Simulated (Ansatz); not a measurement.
Take MgSe in the rock salt structure (space group Fm-3m, No. 225) as the base.

```
CELL_PARAMETERS angstrom
      0.00000     2.69565     2.69565
      2.69565     0.00000     2.69565
      2.69565     2.69565     0.00000
ATOMIC_POSITIONS crystal
  Mg 0.00000 0.00000 0.00000
  Se 0.50000 0.50000 0.50000
```

Cartesian axes are those of the cell as printed.

All numbers come from LDA (Ansatz, an electronic-structure program), no SOC.

Base values:

- Volume per atom: 19.59 Å³
- Valence-band top at Γ: 0.00, 0.00, 0.00 eV

It is then changed as follows: biaxial strain +1.25 %, plane normal [111], relaxed out of plane (Cartesian); in-plane vectors clamped, the third vector and the atoms free.

What does the calculation give for the volume per atom after the change?

The volume per atom rises by 0.34 Å³, from 19.59 Å³ to 19.93 Å³.

Estimate the effect on the valence-band top at Γ.

The valence-band top at Γ (three highest levels, from the VBM) goes from 0.00, 0.00, 0.00 eV to 0.00, -0.19, -0.19 eV.

The levels and masses belong to the bands next to the band gap. Whether these cells are dynamically stable was not tested.
